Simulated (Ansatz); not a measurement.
Reference: PtHg4 (Im-3m), PBEsol, DFPT electron-phonon coupling, linearised Boltzmann equation (plane waves, PAW, scalar-relativistic; Ansatz, a program for electronic structure); geometry: relaxed with this functional, without spin-orbit coupling.

```cif
data_Hg8Pt2
_chemical_formula_sum 'Hg8 Pt2'
_space_group_name_H-M_alt 'Im-3m'
_space_group_IT_number 229
_space_group_name_Hall '-I 4 2 3'
_cell_length_a 6.22868
_cell_length_b 6.22868
_cell_length_c 6.22868
_cell_angle_alpha 90.000
_cell_angle_beta 90.000
_cell_angle_gamma 90.000
loop_
_atom_site_label
_atom_site_type_symbol
_atom_site_symmetry_multiplicity
_atom_site_Wyckoff_symbol
_atom_site_fract_x
_atom_site_fract_y
_atom_site_fract_z
_atom_site_occupancy
Hg1 Hg 8 c 0.25000 0.25000 0.25000 1
Pt1 Pt 2 a 0.00000 0.00000 0.00000 1
```
(The calculation used a cell of 5 atoms; values per cell refer to that cell.)

resistivity at 300 K: 21 μΩ·cm

**Question.** Swap Pt for Ni, keeping the structure type. How do these values move?

**Answer.** NiHg₄ (Im-3m): volume per atom 24.2 to 21.8 Å³; resistivity at 300 K falls (21 μΩ·cm to 15.8 μΩ·cm).

Moves up to 12 % count as about the same. Metals; harmonic phonons alone scatter; means over directions. Halving the electron mesh moves these values by up to 8 %; q meshes are mostly untested. Some of the runs warned that the eigensolver left states short of its tolerance. Spin-orbit coupling is left out.

Formula and space group known from diffraction (Crystallography Open Database), not checked to be the room-temperature form: PtHg4 (Im-3m). Computed structure with no diffraction record at hand here (it may be known, metastable or hypothetical): NiHg4 (Im-3m). Treated as nonmagnetic (a ferromagnetic start lost its moment, other orders weren't tried): NiHg4 (Im-3m). The missing spin-orbit coupling matters most for NiHg4 (Im-3m), PtHg4 (Im-3m).
